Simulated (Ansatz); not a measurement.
## Carrier properties of monolayer SnS₂

Input:

```yaml
crystal:
  lattice:
    - [3.73852, 0.00000, 0.00000]
    - [-1.86926, 3.23765, 0.00000]
    - [0.00000, 0.00000, 18.93629]
  atoms:
    - { symbol: Sn, position: [0.00000, 0.00000, 0.50000] }
    - { symbol: S, position: [0.33333, 0.66667, 0.57738] }
    - { symbol: S, position: [0.66667, 0.33333, 0.42262] }
```

All values below come from PBE, rigid bands (plane waves, PAW, scalar-relativistic; Ansatz, a program for electronic structure). Condition of this run: biaxial strain +1 %. How the cell was made: cell and atoms relaxed with PBE, then loaded as said.

* **band gap**: 1.59 eV
* **electron conductivity mass (300 K, dilute)**: 0.41 mₑ
* **hole conductivity mass (300 K, dilute)**: 0.58 mₑ
* **effective density of states N_c (300 K)**: 1.5e13 cm⁻²
* **effective density of states N_v (300 K)**: 5.7e13 cm⁻²
* **Seebeck coefficient, n-type 1.9e12 cm⁻², 300 K**: -349 μV/K
* **Seebeck coefficient, p-type 1.9e12 cm⁻², 300 K**: 452 μV/K

Rigid bands; masses and Seebeck coefficients take one relaxation time τ for all states and one kind of carrier; polarons and phonon drag are left out. Spin-orbit coupling is left out; where it splits the top of the valence band, N_v and the p-type Seebeck coefficient come out somewhat high without it.
